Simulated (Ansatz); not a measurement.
Functionals compared on CH3 on the 1x1 (0001) surface of hcp Ru, one in a 2x2 cell, started at the site 'hollow Ru-Ru-Ru over Ru at depth 2.1 Å', in Ansatz (plane waves, PAW). The structure was relaxed with PBE; the other rows are single points on it, each with its references at the same level. Cutoff 420 eV (500 eV for r2SCAN).

Model: 20-atom slab, 6.3 Å thick at the start under the adsorbate (thin: gaps and levels are the slab's own), 6x6x1 mesh, Fermi-Dirac 0.1 eV, dipole correction, 8 atoms held, the rest relaxed; held to the start's symmetry, so lower structures may exist; no spin, no spin-orbit, no U, no dispersion correction. At the end it is bonded to 3 Ru. In PBE this state lies 0.03 eV over the lowest of the starts that converged ('hollow Ru-Ru-Ru'). These notes are the PBE run's. Adsorption energies are against CH4(g) − ½ H2(g). A negative adsorption energy means that the adsorbate is more stable on the surface than in its reference.

| functional | adsorption energy (eV) | work function of the top face (eV) | change of the work function (eV) | rough cost of the single point |
|---|---|---|---|---|
| PBE | 0.38 | 3.76 | -1.24 | – |
| RPBE | 0.71 | 3.64 | -1.18 | about 60 core-seconds (a rough figure) |
| r2SCAN | [?] | [?] | [?] | about 2.1 core-minutes (a rough figure) |

**Question.** Fill in the missing entries.

**Answer.** 
- r2SCAN, adsorption energy (eV): 0.23
- r2SCAN, work function of the top face (eV): 3.75
- r2SCAN, change of the work function (eV): -1.25

Ansatz is a quantum-chemistry and plane-wave program.
